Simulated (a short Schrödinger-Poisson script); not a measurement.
Structure: MOS inversion layer, Si3N4 on p-type Si(100), at 300 K.

From the gate side: 1.7 nm Si3N4; 1800 nm Si, acceptors 5.7e16 cm⁻³.

The device is made up for the run: typed textbook-type constants, with dimensions and the other settings drawn at random. Si3N4: permittivity 7.5, conduction-band edge (eV) 1.95, gap (eV) 5.1, electron mass (mₑ) 0.5. Si: permittivity 11.7, conduction-band edge (eV) 0, gap (eV) 1.124, Nv at 300 K (cm⁻³) 3.1e19.

Channel valleys (confinement mass, in-plane density-of-states mass, number): Δ2 0.916, 0.19, 2; Δ4 0.19, 0.417, 4. At the gate the conduction-band edge of layer 1 lies 2.1 eV − eVg above the Fermi level of the channel; the field vanishes at the back. Gaps are held at their typed values at every temperature. Mesh 0.03 nm at interfaces.

From a short Schrödinger-Poisson script (our own, NumPy): 1D Poisson equation in equilibrium, electrons quantum, Hartree (BenDaniel-Duke, 12 states a valley, the channel's in-plane mass for all, wave functions free to enter the dielectric), parabolic valleys, classical holes, full ionisation, no traps, pinning or gate leakage.

```
Vg (V)  electrons (cm⁻²)  C (μF/cm²)  Δ2 E0 (meV from the Fermi level)  Δ4 E0 (meV from the Fermi level)
------  ----------------  ----------  --------------------------------  --------------------------------
0                 2.92e9      0.0942                             220.6                             244.1
0.05             1.77e10       0.172                             173.4                             197.5
0.1              9.11e10       0.490                             130.0                             155.1
0.15             3.14e11        1.04                              96.2                             123.2
0.2              7.08e11        1.51                              72.6                             102.4
0.25             1.23e12        1.82                              55.6                              88.6
0.3              1.83e12        2.04                              42.5                              78.7
0.35             2.49e12        2.20                              31.8                              71.1
0.4              3.19e12        2.32                              22.8                              65.0
0.45             3.93e12        2.42                              15.0                              59.9
0.5              4.70e12        2.50                               8.0                              55.6
0.55             5.49e12        2.56                               1.7                              51.7
0.6              6.30e12        2.62                              -4.1                              48.3
0.65             7.12e12        2.67                              -9.5                              45.1
0.7              7.96e12        2.71                             -14.6                              42.2
0.75             8.82e12        2.75                             -19.4                              39.4
0.8              9.68e12        2.78                             -24.0                              36.9
0.85             1.06e13        2.81                             -28.4                              34.4
0.9              1.14e13        2.84                             -32.6                              32.1
```

Gate voltages with under 1e9 electrons/cm² are left out.

**Question.** At Vg = 0.9 V the lowest Δ2 subband lies at -32.6 meV from the Fermi level. How many electrons does it hold, and what share of all?

**Answer.** The two-dimensional density of states is g m/(πħ²) = 1.59e11 cm⁻² meV⁻¹ (both spins), kT = 25.9 meV, so n = D kT ln(1 + exp(−E/kT)) = 6.20e12 cm⁻², 0.54 of the 1.14e13 cm⁻² in all.

**Question.** Compare the slope of the sheet density between 0.8 and 0.9 V with the geometric capacitance of the layers between gate and channel.

**Answer.** q Δn/ΔV = 2.76 μF/cm²; ε0/Σ(t/ε) = 3.91 μF/cm². The ratio is 0.71: the channel acts as a further capacitance in series.
